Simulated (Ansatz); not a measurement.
Si (model structure, started from the C4 type, I4₁32, No. 214, 4 atoms in the cell) was calculated with r²SCAN (Ansatz, a quantum-chemistry and plane-wave program, plane waves, PAW).

Numerical settings: plane-wave cutoff 560 eV, 14×14×14 k mesh, Fermi–Dirac smearing 0.05 eV, scalar-relativistic PAW data made under PBE.

Cell (relaxed at this level):

```cif
data_Si8
_chemical_formula_sum 'Si8'
_space_group_name_H-M_alt 'I4132'
_space_group_IT_number 214
_space_group_name_Hall 'I 4bd 2c 3'
_cell_length_a 6.38890
_cell_length_b 6.38890
_cell_length_c 6.38890
_cell_angle_alpha 90.000
_cell_angle_beta 90.000
_cell_angle_gamma 90.000
loop_
_atom_site_label
_atom_site_type_symbol
_atom_site_symmetry_multiplicity
_atom_site_Wyckoff_symbol
_atom_site_fract_x
_atom_site_fract_y
_atom_site_fract_z
_atom_site_occupancy
Si1 Si 8 a 0.12500 0.12500 0.12500 1
```
(The calculation used a cell of 4 atoms; values per cell refer to that cell.)

Question: Give the computed bulk modulus B0.

Answer: 
- bulk modulus B0: 49.6 GPa

The run finds no gap.

Note: the bulk modulus is −V dP/dV from two relaxed cells at ±2 % in volume; the relaxation could raise the start's symmetry but not lower it, so the cell can be a saddle point.

It cost very roughly 3 core-minutes of CPU time.

A model structure was made by putting elements into a prototype or built by hand; it is no filed structure, need not be a known phase, and can be a saddle point held by its symmetry.
